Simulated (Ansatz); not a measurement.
Reference: SrBi₃ (Pm-3m), PBEsol, DFPT electron-phonon coupling, linearised Boltzmann equation (plane waves, PAW, scalar-relativistic; Ansatz, an electronic-structure program); geometry: relaxed with this functional, without spin-orbit coupling.

```yaml
crystal:
  lattice:
    - [4.98796, 0.00000, 0.00000]
    - [0.00000, 4.98796, 0.00000]
    - [0.00000, 0.00000, 4.98796]
  atoms:
    - { symbol: Sr, position: [0.00000, 0.00000, 0.00000] }
    - { symbol: Bi, position: [0.50000, 0.50000, 0.00000] }
    - { symbol: Bi, position: [0.00000, 0.50000, 0.50000] }
    - { symbol: Bi, position: [0.50000, 0.00000, 0.50000] }
```

| Property | Result |
|---|---|
| resistivity at 300 K | 22 μΩ·cm |

### Question
Swap Sr for La, keeping the structure type. How do these values move?

### Answer
LaBi$_{3}$ (Pm-3m): volume per atom 31.0 to 30.1 Å³; resistivity at 300 K stays about the same (22 μΩ·cm to 23 μΩ·cm).

Moves up to 13 % count as about the same. Metals; harmonic phonons alone scatter; means over directions. Halving the electron mesh moves these values by up to 9 %; q meshes are mostly untested. Some of the runs warned that the eigensolver left states short of its tolerance. Spin-orbit coupling is left out.

Computed structure with no diffraction record at hand here (it may be known, metastable or hypothetical): LaBi3 (Pm-3m), SrBi3 (Pm-3m). The missing spin-orbit coupling matters most for LaBi3 (Pm-3m), SrBi3 (Pm-3m).
